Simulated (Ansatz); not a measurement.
Worked example: self-consistent single point of a (001) slab of Mo2Rh (cut from a parent of space group no. 69; 6 atoms in the cell) in Ansatz (a program for electronic structure)

Level of theory: PBEsol, default PAW files made with PBE (plane waves; Ansatz).

Input:

Ansatz 0.2 input:
```yaml
crystal:
  lattice:
    - [2.71443300, 0.00000000, 0.00000000]
    - [-2.85315700, 2.71088500, 0.00000000]
    - [0.00000000, 0.00000000, 24.13750900]
  atoms:
    - { symbol: Mo, position: [0.00000000, 0.00000000, 0.29000500] }
    - { symbol: Mo, position: [0.00000000, 0.50000000, 0.70999500] }
    - { symbol: Mo, position: [0.00000000, 0.50000000, 0.54645700] }
    - { symbol: Mo, position: [0.00000000, 1.00000000, 0.45353900] }
    - { symbol: Rh, position: [0.00000000, 0.00000000, 0.62822600] }
    - { symbol: Rh, position: [0.00000000, 0.50000000, 0.37177000] }
basis:
  ecutwfc: 420.0
kpoints:
  mp_grid:
    grid: [8, 8, 1]
hamiltonian:
  xc: pbesol
  pseudopotentials:
    kind: paw
scf:
  occupations:
    method: gaussian
    width: 0.1
output:
  forces: true
  eigenvalues: true
  stress: true
```

The program printed (abridged):

```
WARN the atoms were moved onto the symmetric positions of the space group found under crystal.symmetry.tolerance 1.0e-5 (fractional …
WARN ansatz: RAYON_NUM_THREADS=1 ignored (pool sized by the plan → 1); use --threads N
Pseudopotentials: kind: paw
Pseudopotential: Mo, paw, valence charge 14
Pseudopotential: Rh, paw, valence charge 17
Crystal: 6 atoms, lattice volume = 177.616 Å³
Basis set: ecut = 420 eV, 3517 PW (Γ), exchange–correlation on 40×54×324 points (8 copies of the dense FFT grid, shifted against one another)
Bands: 54, of which v1, the nominal top of the filled ones, is band 45 counted from 1 (44 counted from 0)
Symmetry: 8 space group operations
Space group: Cmme (ITA 67), of the structure as read, at distance tolerance 5.6e-5 Å
k-points: 21 of 64
PAW frozen core: Mo, regenerated for the run's functional, and the local potential with it
PAW frozen core: Rh, regenerated for the run's functional, and the local potential with it
Initial density: superposition of atomic densities (neutral atoms: chi_scale 0, normalization atom), corrected by the library's trained network
Initial wavefunctions: pseudopotential atomic-orbital guess
Eigensolver: davidson
Functional: x = pbesol(κ = 0.804, μ = 0.12345679012345678), c = pbesol(β = 0.046)
SCF iter   1: F=—  HF=-32264.301558 eV  |F-HF|=—  |Δ(HF+E_count)|=         —  Δρ=1.38e-2  dr2=3.58e0  ethr=1.77e-3  ⟨swp⟩=7.9  Hψ=5160  notcnv=0
all-band conjugate gradients solve this SCF's bands
preconditioner: auto → LDOS
SCF iter   2: F=—  HF=-32264.233713 eV  |F-HF|=—  |Δ(HF+E_count)|=   6.78e-2  Δρ=9.82e-3  dr2=1.18e0  ethr=1.77e-3  ⟨swp⟩=2.0  Hψ=1457  notcnv=0  defer=45
SCF iter   3: F=—  HF=-32264.192674 eV  |F-HF|=—  |Δ(HF+E_count)|=   4.10e-2  Δρ=1.55e-3  dr2=2.21e-2  ethr=1.31e-3  ⟨swp⟩=2.0  Hψ=1221  notcnv=0  defer=45
SCF iter   4: F=—  HF=-32264.192801 eV  |F-HF|=—  |Δ(HF+E_count)|=   1.27e-4  Δρ=4.86e-4  dr2=1.58e-3  ethr=2.46e-5  ⟨swp⟩=2.0  Hψ=1481  notcnv=0  defer=44
SCF iter   5: F=—  HF=-32264.192611 eV  |F-HF|=—  |Δ(HF+E_count)|=   1.91e-4  Δρ=1.85e-4  dr2=8.46e-5  ethr=1.76e-6  ⟨swp⟩=2.0  Hψ=1534  notcnv=0  defer=44
SCF iter   6: F=—  HF=-32264.192652 eV  |F-HF|=—  |Δ(HF+E_count)|=   4.11e-5  Δρ=7.29e-5  dr2=1.30e-5  ethr=9.40e-8  ⟨swp⟩=2.1  Hψ=1662  notcnv=0  defer=41
SCF iter   7: F=—  HF=-32264.192652 eV  |F-HF|=—  |Δ(HF+E_count)|=   6.98e-7  Δρ=1.92e-5  dr2=8.60e-7  ethr=1.44e-8  ⟨swp⟩=2.2  Hψ=1493  notcnv=0  defer=41
SCF iter   8: F=—  HF=-32264.192653 eV  |F-HF|=—  |Δ(HF+E_count)|=   5.26e-7  Δρ=6.80e-6  dr2=2.40e-7  ethr=1.11e-10  ⟨swp⟩=11.8  Hψ=5393  notcnv=0
SCF iter   9: F=-32264.192653 eV  HF=-32264.192653 eV  |F-HF|=8.21e-9  |Δ(HF+E_count)|=   7.90e-8  Δρ=1.75e-6  dr2=1.26e-8  ethr=1.11e-10  ⟨swp⟩=5.0  Hψ=3693  notcnv=0
SCF 1 converged in 9 iterations: F = -32264.192653 eV  dr2 = 1.26e-8
SCF converged after 9 iterations
Free energy (F): -32264.192653 eV
Harris-Foulkes:  -32264.192653 eV  (|F-HF|=8.21e-9)
Internal energy: -32264.151787 eV  (E = F + TS)
E sigma→0 (E₀):  -32264.172220 eV
Entropy (-TS):   -0.040866 eV (-6.811 meV/atom)
Fermi energy:    8.476987 eV
--- Per-component energies (eV) ---
  E_band       = -1555.813416
  E_kinetic    = 2901.512865
  E_local      = -106770.068070  (includes V_loc(G=0)·N_el)
  E_nonlocal   = 1291.772889
  E_hartree    = 51803.473252
  E_xc         = -1165.538909
  E_vxc        = -1462.781058  (∫ρ·V_xc dr)
  E_paw        = -19622.438908  (= ΣΔE_a)
  E_vpaw       = -1123.208723  (= ΣTr[D̂ρ^β])
  E_aug_tail   = 0.001800  (compensation charges beyond the density's cutoff)
  E_ewald      = 39295.743697
  E_core_change = 1.389597  (= ΣΔE_core)
  E_smearing   = -0.040866  (= −TS)
  E_closure    = -0.000000  (closes the sum)
  Σ components = -32264.192653   (vs F -32264.192653, Δ=0.00e0)
--- Forces (eV/Å), atoms counted from 1 ---
  atom   1  Mo     0.00000000     0.00000000     0.46795803
  atom   2  Mo     0.00000000     0.00000000    -0.46795803
  atom   3  Mo     0.00000000    -0.00000000     0.33004518
  atom   4  Mo     0.00000000    -0.00000000    -0.33004518
  atom   5  Rh     0.00000000    -0.00000000    -0.08730433
  atom   6  Rh     0.00000000    -0.00000000     0.08730433
  max |Σ_I F_I| component: 1.39e-17 eV/Å
--- Stress (GPa, compression-positive) ---
       -8.061838       0.209526       0.000000
        0.209526      -8.040393       0.000000
        0.000000       0.000000      -4.098866
  P = ⅓ Tr σ = -6.7337 GPa (-67.337 kbar)
  The stress holds the Pulay correction. Without it, at fixed plane waves, as pw.x and ABINIT print it: P = -6.7578 GPa
--- Band table (eV; the first three rows and the last of 21) ---
  k-point 0: bands = ["-70.1423", "-70.1423", "-52.6560", "-52.5662", "-52.5555", "-52.5555", "-38.0781", "-38.0780", "-37.8799", "-37.8799", "-37.8527", "-37.8527", "-26.9263", "-26.7266", "-26.7246", "-26.4329", "-26.2720", "-26.1920", "-26.1357", [...]
  k-point 1: bands = ["-70.1373", "-70.1373", "-52.6351", "-52.5518", "-52.5381", "-52.5381", "-38.0728", "-38.0727", "-37.9230", "-37.9230", "-37.8592", "-37.8592", "-26.8985", "-26.7100", "-26.7086", "-26.4847", "-26.3386", "-26.2656", "-26.2140", [...]
  k-point 2: bands = ["-70.1252", "-70.1252", "-52.5827", "-52.5185", "-52.4958", "-52.4958", "-38.0600", "-38.0600", "-38.0504", "-38.0503", "-37.8503", "-37.8503", "-26.8683", "-26.7800", "-26.6700", "-26.6688", "-26.5767", "-26.5672", "-26.5640", [...]
  k-point 20: bands = ["-70.0747", "-70.0747", "-52.3773", "-52.3655", "-52.3189", "-52.3189", "-38.1940", "-38.1940", "-38.1811", "-38.1811", "-38.0002", "-38.0002", "-27.1669", "-27.1225", "-26.9611", "-26.9387", "-26.9382", "-26.9094", [...]
```

The run converged in 9 iterations.

The starting cell comes from a database of computed structures (which also holds hypothetical and non-ambient phases and stackings), without a prior relaxation at this level. The slab is cut from that crystal, and its faces are unrelaxed. Its lattice was rescaled by up to half a per cent. Spin polarisation is off.
